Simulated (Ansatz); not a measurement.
Start from Be in the hcp (Mg type) structure (space group P6_3/mmc, No. 194; relaxed with 0.1 eV smearing).

```
Be
1.0
    2.26274     0.00000     0.00000
   -1.13137     1.95959     0.00000
    0.00000     0.00000     3.56641
Be
2
Cartesian
  1.13137   0.65320   2.67481
  0.00000   1.30639   0.89160
```

Cartesian axes are those of the cell as printed.

Calculations: Kohn–Sham DFT with the PBE functional, run in Ansatz (an electronic-structure program) with PAW and 420 eV plane waves, without spin-orbit coupling.

For the base:

| Property | Value |
|---|---|
| Pressure | 0.0 GPa |

The change: uniaxial strain ε_zz = +2.00 %, all other strain components held at zero; the atoms relax in the strained cell.

Task: Predict the new pressure.

Result: The pressure (mean of the normal stresses, compression positive) goes from zero to -2.5 GPa.

No phonon test of stability was made.
